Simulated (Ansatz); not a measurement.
ZnInGaO4: response to strain

Consider ZnInGaO$_{4}$ (space group R3m, No. 160).

```yaml
crystal:
  lattice:
    - [1.65535, 0.95571, 8.58736]
    - [-1.65535, 0.95571, 8.58736]
    - [0.00000, -1.91143, 8.58736]
  atoms:
    - { symbol: In, position: [0.99693, 0.99693, 0.99693] }
    - { symbol: Ga, position: [0.21290, 0.21290, 0.21290] }
    - { symbol: Zn, position: [0.78126, 0.78126, 0.78126] }
    - { symbol: O, position: [0.13651, 0.13651, 0.13651] }
    - { symbol: O, position: [0.87897, 0.87897, 0.87897] }
    - { symbol: O, position: [0.28863, 0.28863, 0.28863] }
    - { symbol: O, position: [0.70480, 0.70480, 0.70480] }
```

Cartesian axes are those of the cell as printed.

Strains are applied to the cell and any free atomic positions relax; under biaxial strain the out-of-plane vector relaxes too.

Level of theory: DFT with r2SCAN, PAW potentials and a 500 eV plane-wave cutoff in Ansatz (a first-principles code), scalar-relativistic without spin-orbit coupling.

Candidates:
(a) biaxial strain +1.00 %, plane normal [001], relaxed out of plane
(b) biaxial strain +0.38 %, plane normal [001], relaxed out of plane
(c) isotropic strain +0.84 %

Notes on the quantities. energy relative to the base: free energy F.

Q: Order them by energy relative to the base, highest first.

A: (c) isotropic strain +0.84 % (+4.1 meV/atom), (a) biaxial strain +1.00 %, plane normal [001], relaxed out of plane (+2.0 meV/atom), (b) biaxial strain +0.38 %, plane normal [001], relaxed out of plane (+0.3 meV/atom)

Whether these cells are dynamically stable was not tested.
